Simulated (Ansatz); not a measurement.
Report: rocksalt MgO (Fm-3m), uniaxial stress along [001]

Cell and atoms are relaxed with PBEsol to each stress (compression positive); bands and masses by r2SCAN, rigid bands (plane waves, PAW, scalar-relativistic; Ansatz, a quantum-chemistry and plane-wave program). Strains are changes of length against the unloaded cell.

```cif
data_MgO
_chemical_formula_sum 'Mg1 O1'
_space_group_name_H-M_alt 'P 1'
_space_group_IT_number 1
_cell_length_a 2.97985
_cell_length_b 2.97985
_cell_length_c 2.97985
_cell_angle_alpha 60.000
_cell_angle_beta 60.000
_cell_angle_gamma 60.000
loop_
_space_group_symop_operation_xyz
  'x, y, z'
loop_
_atom_site_label
_atom_site_type_symbol
_atom_site_fract_x
_atom_site_fract_y
_atom_site_fract_z
_atom_site_occupancy
Mg1 Mg 0.00000 0.00000 0.00000 1
O1 O 0.50000 0.50000 0.50000 1
```

```csv
stress (GPa),strain [001] (%),strain [100] (%),gap (eV),mₑ* [001],mₑ* [100],mₕ* [001],mₕ* [100]
-9.00,4.79,-1.01,5.261,0.34,0.38,1.14,2.5
-3.00,1.29,-0.30,5.522,0.36,0.37,2.2,2.3
0,0,0,5.614,0.37,0.37,2.3,2.3
3.00,-1.12,0.27,5.664,0.38,0.37,2.1,2.3
9.00,-2.99,0.75,5.733,0.40,0.37,2.0,2.1
15.00,-4.53,1.18,5.780,0.41,0.36,1.97,1.96
```

[001] is the direction of the load; [010] strains as [100]. Masses are conductivity masses at 300 K in electron masses.

Question: From the two loads next to zero, find the Young modulus and the ratio of transverse to axial strain.

Answer: Between -3.00 and 3.00 GPa the strain along [001] changes by -2.41 % and that along [100] by 0.57 %. The modulus is 6.00/0.0241 = 250 GPa and the ratio of the strains 0.24 (PBEsol, atoms relaxed). Along [001] C₁₁ = E(1 − ν)/((1 + ν)(1 − 2ν)) and C₁₂ = C₁₁ν/(1 − ν), which gives C₁₁ ≈ 290 GPa and C₁₂ ≈ 90 GPa.

Question: Is the response still linear at the largest tension?

Answer: The modulus predicts 3.62 % at -9.00 GPa; the table has 4.79 %, so the crystal is softer there.

Question: How fast does the gap move on either side of zero load?

Answer: Under tension, (5.522 − 5.614) eV over -3.00 GPa = 31 meV/GPa, or about -7.1 eV per unit strain; under compression, (5.664 − 5.614) eV over 3.00 GPa = 17 meV/GPa, or about -4.5 eV per unit strain. The two slopes part by 14 meV/GPa; gaps are resolved to about 0.01 eV, which allows 7 meV/GPa, so they differ.

Masses are those of dilute carriers in rigid bands with one relaxation time, without polarons. Third decimals of gaps are kept for the arithmetic. Spin-orbit coupling is left out. Every relaxation keeps the rocksalt phase (space group I4/mmm under this load), so a transition, a distortion that breaks the symmetry or fracture can't show.
